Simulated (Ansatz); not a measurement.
The starting structures come from a database of crystals and need not be the phases stable at ambient conditions.

By PBEsol, the system below comes out a metal.

The ballistic (Sharvin) conductance counts the channels at the Fermi level: G/A = (e²/h) × channels of both spins per area.

Given:

```
CELL_PARAMETERS angstrom
      3.63780     0.00000     0.00000
      0.00000     5.14463     0.00000
      0.00000     2.57231     2.57231
ATOMIC_POSITIONS crystal
  Mg 0.00000 0.00000 0.00000
  Tl 0.50000 0.50000 0.00000
```

Space group of this cell: Pm-3m, CsCl type. The cell is taken as given; by PBEsol its mean pressure is -0.6 GPa.

The current flows along the normal of the first two printed cell vectors, the (110) plane of the conventional cell. No spin-orbit coupling; the value is a mean over 0.1 eV about the Fermi level.

Problem. Predict the ballistic conductance per area from PBEsol (Ansatz, an electronic-structure program).

Solution. 0.88 × 10¹⁵ S/m² for both spins.
